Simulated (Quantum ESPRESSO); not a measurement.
Short convergence ladders for LuTl (P4/mmm, 2 atoms in the cell)

```
LuTl
1.0
    3.57690     0.00000     0.00000
    0.00000     3.57690     0.00000
    0.00000     0.00000     3.92180
Lu Tl
1 1
Cartesian
  0.00000   0.00000   0.00000
  1.78845   1.78845   1.96090
```

Base method: LDA (PZ), PSlibrary ultrasoft (LDA) pseudopotentials (plane waves; Quantum ESPRESSO).

Base settings: ecutwfc = 50 Ry; ecutrho = 400 Ry; occupations = smearing; smearing = fermi-dirac; degauss = 0.0073499 Ry; potentials = {Lu: Lu.pz-spdn-rrkjus_psl.1.0.0.UPF, Tl: Tl.pz-dn-rrkjus_psl.1.0.0.UPF}; K_POINTS = automatic 4 4 4 0 0 0; conv_thr = 1e-10 Ry; mixing_beta = 0.5.

**Zone-centre phonons against the cutoff**

In this ladder: ph.x.tr2_ph = 1e-14; ph.x.fildyn = dyn.G; dynmat.x.fildyn = dyn.G; dynmat.x.asr = crystal. Moved along: ecutrho.

The mesh stays at the base's, so the ladder's end is converged at best in this setting alone.

Frequencies are those of the unrelaxed cell, without the LO-TO term of polar crystals.

Only quantities that move along the ladder and can be compared are tabulated.

```csv
ecutwfc,highest zone-centre frequency (cm⁻¹)
25 Ry,94.5
30 Ry,84.0
35 Ry,88.8
42 Ry,88.2
50 Ry,88.2
60 Ry,88.1
75 Ry,88.2
```

Coarsest ecutwfc that holds the highest zone-centre frequency within 2 cm⁻¹ of the last step, with all finer ones: 35 Ry; the step before is off by 4.2 cm⁻¹.

**Zone-centre phonons against the mesh**

In this ladder: ph.x.tr2_ph = 1e-14; ph.x.fildyn = dyn.G; dynmat.x.fildyn = dyn.G; dynmat.x.asr = crystal.

Frequencies are those of the unrelaxed cell, without the LO-TO term of polar crystals.

Only quantities that move along the ladder and can be compared are tabulated.

```csv
K_POINTS,highest zone-centre frequency (cm⁻¹)
automatic 3 3 3 0 0 0,86.1
automatic 5 5 4 0 0 0,83.1
automatic 6 6 5 0 0 0,86.2
automatic 7 7 7 0 0 0,82.9
automatic 9 9 8 0 0 0,84.8
automatic 11 11 10 0 0 0,82.7
automatic 14 14 12 0 0 0,81.5
```

Coarsest K_POINTS that holds the highest zone-centre frequency within 2 cm⁻¹: not settled: the last two steps still differ by 1.2 cm⁻¹, over half the tolerance, so the ladder does not show it.

**Zone-centre phonons against the SCF threshold**

In this ladder: ph.x.tr2_ph = 1e-14; ph.x.fildyn = dyn.G; dynmat.x.fildyn = dyn.G; dynmat.x.asr = crystal.

The mesh stays at the base's, so the ladder's end is converged at best in this setting alone.

Frequencies are those of the unrelaxed cell, without the LO-TO term of polar crystals.

Only quantities that move along the ladder and can be compared are tabulated.

| conv_thr | highest zone-centre frequency (cm⁻¹) |
|---|---|
| 7.3e-05 Ry | 94.0 |
| 7.3e-07 Ry | 91.3 |
| 7.3e-09 Ry | 88.7 |
| 7.3e-11 Ry | 88.2 |
| 7.3e-13 Ry | 88.2 |

Coarsest conv_thr that holds the highest zone-centre frequency within 2 cm⁻¹ of the last step, with all finer ones: 7.3e-09 Ry; the step before is off by 3.1 cm⁻¹.

On the base run: the starting cell comes from a database of computed structures (which also holds hypothetical and non-ambient phases and stackings), without a prior relaxation at this level. Its lattice was rescaled by up to half a per cent. In the base run, with a pressure of about -4 GPa the cell is away from its equilibrium volume at this level. Without a gap this mesh is coarse (it stands for a supercell whose shortest vector is 14 Å).
